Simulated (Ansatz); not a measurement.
ZnSe (F-43m): ε∞ = 7.507, static ε₀ = 10.11, effective LO energy 31.3 meV, hole mass 0.637 mₑ (band masses from Ansatz (a program for electronic structure) with HSE06 with spin-orbit coupling, rigid bands, cell and atoms relaxed with PBEsol; dielectric constants and zone-centre modes from Ansatz with LDA on its own relaxed cell).

Work out the Fröhlich coupling α = (1/ε∞ − 1/ε₀) √(m Ry/ħω_LO) and what it means for transport at 300 K.

1/ε∞ − 1/ε₀ = 0.0343 and √(m × 13.606 eV/ħω) = 16.6, so α = 0.571; in weak coupling the polaron mass is about m(1 + α/6). By the iterated Boltzmann equation for weak coupling, the polar-phonon-limited mobility is 119 cm²/(V·s) at 300 K (250 at 200 K, 85 at 400 K).

Model: isotropic Fröhlich coupling of one parabolic band to one effective longitudinal optical (LO) phonon, from the dielectric constants and phonon modes at the zone centre, chosen so that α equals the sum over the polar modes. Acoustic, nonpolar, intervalley and impurity scattering are left out, and they lower the mobility further; with several valleys or bands the averaged mass is a rough stand-in. Semilocal functionals tend to overestimate ε∞, which makes α low and the mobility high.
